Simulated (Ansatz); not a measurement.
What C → Be does to TiC

The reference is TiC in the rock salt structure (space group Fm-3m, No. 225; a = 4.2930 Å).

Modification: full substitution C → Be, then cell and atoms are relaxed.

The values are results of Ansatz (a first-principles code), PBEsol, PAW, cutoff 420 eV, no spin-orbit coupling, earlier PAW set, not measurements. Γ-centred 17×17×17 mesh, Fermi–Dirac width 0.05 eV, for the changed cell.

```json
[
 {"quantity": "volume per atom", "base": "9.89 Å³", "changed": "13.62 Å³", "shift": "+3.73 Å³"},
 {"quantity": "lattice parameter a", "base": "4.293 Å", "changed": "4.776 Å", "shift": "+0.483 Å"},
 {"quantity": "space group", "base": "Fm-3m (No. 225)", "changed": "Fm-3m (No. 225)", "shift": "–"},
 {"quantity": "shortest interatomic distance", "base": "2.146 Å", "changed": "2.388 Å", "shift": "+0.242 Å"},
 {"quantity": "band gap", "base": "zero", "changed": "zero", "shift": "–"}
]
```

Final structure:

```
CELL_PARAMETERS angstrom
      0.00000     2.38800     2.38800
      2.38800     0.00000     2.38800
      2.38800     2.38800     0.00000
ATOMIC_POSITIONS crystal
  Be 0.00000 0.00000 0.00000
  Ti 0.50000 0.50000 0.50000
```

Stability against distortions was not tested. As relaxed here, TiBe is a hypothetical phase, not in the database extracts checked. All final runs are without spin polarisation. TiBe has a high density of states at the Fermi level and may be magnetic at this level.
